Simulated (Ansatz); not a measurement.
# TiO2: energy against volume

TiO2 (anatase, I4_1/amd, 11.666 Å³/atom and stress up to 0.01 GPa in the relaxed cell, c along z) under hydrostatic pressure, with the cell free. PBE in Ansatz, a plane-wave DFT program (PAW, default set), 420 eV, 12×12×12 Γ-centred mesh, Fermi-Dirac smearing 0.05 eV; ions are relaxed, or left where forces stay under 0.02 eV/Å, within the symmetry of each cell.

Here V stands for volume and E for E less E0.

| volume (Å³/atom) | E less E0 (meV/atom) | pressure (GPa) |
|---|---|---|
| 11.8033 | 0.86 | -2.00 |
| 11.7337 | 0.20 | -1.00 |
| 11.6659 | 0.00 | 0.00 |
| 11.6061 | 0.17 | 0.90 |
| 11.5277 | 0.90 | 2.10 |
| 11.3760 | 4.01 | 4.50 |
| 11.1070 | 15.29 | 8.99 |
| 10.7733 | ? | ? |

### Question
Fit E against V with the third-order Birch-Murnaghan form, a cubic in V^(-2/3), and predict the withheld value at V = 10.7733.

### Answer
With u = V^(-2/3) - 0.1958, the rows have u = -0.0029005, -0.0021385, -0.0013889, -0.0007216, 0.0001619, 0.0019001, 0.0050794. Least squares gives E = 0.722 + 1036.3·u + 368655·u² - 1582698·u³. Residuals (row less fit): 0.004, -0.007, 0.002, 0.003, 0.001, -0.001, 0.000; standard error 0.005 (degrees of freedom: 3). Its minimum lies at u = -0.0013930, so V0 = (0.1944070)^(-3/2) = 11.67. There d²E/du² = 750500 and d³E/du³ = -9496000, so B0 = (4/9) × 11.67^(-7/3) × 750500 × 0.160218 = 173 GPa (the last factor turns the table's units into GPa), and B0' = 4 + (2/3) × 0.1944070 × (-9496000)/750500 = 2.4. B0' rests on the cubic coefficient alone and has a standard error of 0.2 from these residuals. At the withheld row, u = 0.0092064, so E = 0.722 + 1036.3 × 0.0092064 + 368655 × 0.0092064² - 1582698 × 0.0092064³ = 40.274 meV/atom. The calculation gives 40.18 meV/atom, 0.094 meV/atom below the prediction (0.2 % of the range of E in the table). The row lies outside the fitted rows, so this is an extrapolation. The scatter of the fitted rows lies at the last printed digit.

The primitive cell can neither tilt nor turn polar against its symmetry, as such crystals can under strain. Other structures, which can take over under pressure, weren't tried. The same form fitted to the pressure column gives B0' = 2.3; series where the two differ by over 0.4 aren't shown. TiO2 is here one of several forms; rutile is the usual stable one. Rows are the converged runs of the series near zero and its far end, less any whose ions stayed unrelaxed beside relaxed ones; series whose fitted rows scatter by over a few per cent of the range, as at a crossing or softening among them, aren't shown in this form.
